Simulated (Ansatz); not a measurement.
ZnS in the wurtzite structure (space group P6_3mc, No. 186)

```
CELL_PARAMETERS angstrom
      3.80610     0.00000     0.00000
     -1.90305     3.29618     0.00000
      0.00000     0.00000     6.24474
ATOMIC_POSITIONS crystal
  Zn 0.66667 0.33333 0.99975
  Zn 0.33333 0.66667 0.49975
  S  0.66667 0.33333 0.62545
  S  0.33333 0.66667 0.12545
```

Calculations: r2SCAN in Ansatz (plane waves to 500 eV, PAW, no spin-orbit coupling). Settings: 10×10×6 k-points, 0.05 eV Fermi–Dirac smearing.

```json
{
 "volume_per_atom": "19.59 Å³",
 "density": "4.13 g/cm³",
 "band_gap": "2.78 eV, direct at Γ",
 "electron_mass": "0.18 mₑ along c, 0.21 mₑ across",
 "total_energy": "-2116.723 eV/atom (σ→0; compares only within this code and set-up)"
}
```

Masses are band curvatures over ±0.01 Å⁻¹ around the edge. Stability against distortions was not tested.

Ansatz is a quantum-chemistry and plane-wave program.
